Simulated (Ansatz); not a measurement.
Hypothetical Fddd MoSi2: response to strain

Take MoSi2 (space group Fddd, No. 70; a = 4.571 Å, b = 7.958 Å, c = 8.727 Å; a hypothetical phase, not in the database extracts checked) as the base. Axes: x, y, z lie along a, b, c of the conventional cell.

Strains are applied to the cell and any free atomic positions relax; under biaxial strain the out-of-plane vector relaxes too.

Levels (all Ansatz, a first-principles code, PAW): PBEsol (420 eV, no spin-orbit coupling); r2SCAN (500 eV, spin-orbit coupling left out).

Pressures by level, all at the geometries relaxed with PBEsol:

| case | PBEsol | r2SCAN |
|---|---|---|
| base | 0.0 GPa | 1.2 GPa |
| biaxial strain −0.54 %, plane normal [001], relaxed out of plane | 1.1 GPa | [?] |
| biaxial strain +0.65 %, plane normal [001], relaxed out of plane | -1.3 GPa | -0.1 GPa |
| isotropic strain +1.02 % | -6.3 GPa | [?] |
| uniaxial strain ε_xx = +4.72 % | -9.0 GPa | [?] |

### Question
Complete the table.

### Answer

- biaxial strain −0.54 %, plane normal [001], relaxed out of plane, r2SCAN: 2.3 GPa
- isotropic strain +1.02 %, r2SCAN: -5.2 GPa
- uniaxial strain ε_xx = +4.72 %, r2SCAN: -8.2 GPa

Single points use the geometry relaxed with PBEsol. Their cutoffs differ, which shifts pressures a little. Without a gap, meshes like the base's 13×13×13 leave anisotropic stresses uncertain by several tenths of a GPa, and small strain energies with them. Stability against distortions was not tested. All final runs are without spin polarisation.
